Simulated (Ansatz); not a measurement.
The parent structure is CdSe in the wurtzite structure (space group P6_3mc, No. 186; a = 4.302 Å, c = 7.021 Å). Axes: x lies along a and z along c of the hexagonal cell.

The values are results of PBEsol (Ansatz, an electronic-structure program, PAW, no spin-orbit coupling), not measurements.

Strains are applied to the cell and any free atomic positions relax.

One change was made to it. Results:

```tsv
quantity	base	after
valence-band top at Γ (three highest levels, from the VBM)	0.00, 0.00, -0.05 eV	0.00, 0.00, -0.10 eV
gap character	direct at Γ	direct at Γ
width of the top valence band	1.75 eV	1.73 eV
band gap	0.54 eV	0.49 eV
electron mass	0.055 mₑ (at Γ)	0.053 mₑ (at Γ)
```

Question: Which change produced these results?
A. uniaxial strain ε_zz = +1.20 %
B. uniaxial strain ε_zz = +3.00 %
C. uniaxial strain ε_zz = +2.40 %

Answer: A, uniaxial strain ε_zz = +1.20 %. For comparison, the band gap in the other runs: uniaxial strain ε_zz = +2.40 % gives 0.45 eV; uniaxial strain ε_zz = +3.00 % gives 0.42 eV.

Effective masses come from finite differences of ±0.01 Å⁻¹. No phonon test of stability was made.
